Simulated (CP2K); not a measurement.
Band structure of InAu₃ (Pmmn, 8 atoms in the cell).

```yaml
crystal:
  lattice:
    - [4.83733, 0.00000, 0.00000]
    - [0.00000, 5.77876, 0.00000]
    - [0.00000, 0.00000, 5.27183]
  atoms:
    - { symbol: In, position: [0.50000, 0.50000, 0.33547] }
    - { symbol: In, position: [0.00000, 0.00000, 0.66453] }
    - { symbol: Au, position: [0.00000, 0.50000, 0.66268] }
    - { symbol: Au, position: [0.50000, 0.00000, 0.33732] }
    - { symbol: Au, position: [0.00000, 0.74853, 0.16322] }
    - { symbol: Au, position: [0.00000, 0.25147, 0.16322] }
    - { symbol: Au, position: [0.50000, 0.75147, 0.83678] }
    - { symbol: Au, position: [0.50000, 0.24853, 0.83678] }
```

Computed with PBEsol, GPW, DZVP-MOLOPT-SR-GTH basis, GTH-PBE potentials (GTH_POTENTIALS) in CP2K 2026.2.

Settings: CUTOFF = 500 Ry; REL_CUTOFF = 60 Ry; SMEAR/METHOD = FERMI_DIRAC; ELECTRONIC_TEMPERATURE = 1160.45 K; KPOINTS/SCHEME = MONKHORST-PACK 3 3 3; XC_FUNCTIONAL = PBE:PBESOL; In/BASIS_SET = DZVP-MOLOPT-SR-GTH-q13; In/POTENTIAL = GTH-PBE-q13; Au/BASIS_SET = DZVP-MOLOPT-SR-GTH-q11; Au/POTENTIAL = GTH-PBE-q11; METHOD = GPW; EPS_DEFAULT = 1e-10; EXTRAPOLATION = USE_GUESS; NGRIDS = 5.

The starting cell comes from a database of computed structures (which also holds hypothetical and non-ambient phases and stackings), without a prior relaxation at this level. Spin-orbit coupling is off. Values carry the incompleteness of an atom-centred basis. The potentials were made for another functional than the one used.

Levels in eV from the Fermi level, bands 43 to 48:
```
point     43     44     45     46     47     48
-----  -----  -----  -----  -----  -----  -----
Γ      -2.27  -1.63  -0.94  -0.73   0.83   1.92
X      -1.40  -1.40  -0.91  -0.91  -0.32  -0.32
S      -2.56  -2.56  -1.09  -1.09  -0.86  -0.86
Y      -1.48  -1.01  -0.74   0.14   0.62   1.04
Z      -0.77  -0.77   0.26   0.26   0.84   0.84
U      -2.79  -2.79   0.86   0.86   1.22   1.22
R      -2.74  -2.74  -2.36  -2.36  -2.23  -2.23
T      -2.74  -2.74   0.96   0.96   2.40   2.40
```

Bands cross the Fermi level along this path, so the cell is metallic at this level.

Higher empty bands are left out: an atom-centred basis made for the valence describes them poorly.
